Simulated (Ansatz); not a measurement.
This Ansatz (an electronic-structure program) input is the reference run, CdS in the wurtzite structure (space group P6_3mc, No. 186), computed with DFT with PBEsol, PAW potentials and a 420 eV plane-wave cutoff in Ansatz, without spin-orbit coupling:

Ansatz 0.2 input:
```yaml
crystal:
  lattice:
    - [4.1243609464, 0, 0]
    - [-2.0621804732, 3.571801354, 0]
    - [0, 0, 6.7081697007]
  atoms:
    - { symbol: Cd, position: [0.3333333333, 0.6666666667, 0.0001709338] }
    - { symbol: Cd, position: [0.6666666667, 0.3333333333, 0.5001709338] }
    - { symbol: S, position: [0.3333333333, 0.6666666667, 0.3768290662] }
    - { symbol: S, position: [0.6666666667, 0.3333333333, 0.8768290662] }
basis: { ecutwfc: 420, ecutrho_ratio: 4, xc_grid: 2, fft_grid_basis: typed }
kpoints: { mp_grid: { grid: [9, 9, 5] } }
hamiltonian:
  xc: pbesol
  dispersion: none
  pseudopotentials: { kind: paw }
scf: { occupations: { method: fermi_dirac, width: 0.05 }, convergence: { dr2_threshold: 0.0000000004 } }
output: { forces: true, stress: true }
checkpoint: { write: state.ck, write_every: 1000 }
```

Task: Write the input for this change: tensile biaxial strain of 0.60 % in the plane normal to [001], as in epitaxy on a mismatched substrate; the out-of-plane cell vector and the atoms relax.

Result: 
Ansatz 0.2 input:
```yaml
crystal:
  lattice:
    - [4.1491071121, 0, 0]
    - [2.0745535561, 3.5932321621, 0]
    - [0, 0, 6.6880451916]
  atoms:
    - { symbol: Cd, position: [0.3333333333, 0.3333333333, 0.0001709338] }
    - { symbol: Cd, position: [0.6666666667, 0.6666666667, 0.5001709338] }
    - { symbol: S, position: [0.3333333333, 0.3333333333, 0.3768290662] }
    - { symbol: S, position: [0.6666666667, 0.6666666667, 0.8768290662] }
basis: { ecutwfc: 420, ecutrho_ratio: 4, xc_grid: 2, fft_grid_basis: typed }
kpoints: { mp_grid: { grid: [9, 9, 5] } }
hamiltonian:
  xc: pbesol
  dispersion: none
  pseudopotentials: { kind: paw }
scf: { occupations: { method: fermi_dirac, width: 0.05 } }
relax: { f_tol: 0.005, max_steps: 50, cell: { stress_tol: 0.01, fix: [a, b, gamma] } }
output: { forces: true, stress: true }
checkpoint: { write: state.ck, write_every: 1000 }
```
This is the input that was run; other choices of cell and start would serve too.

Stability against distortions was not tested.
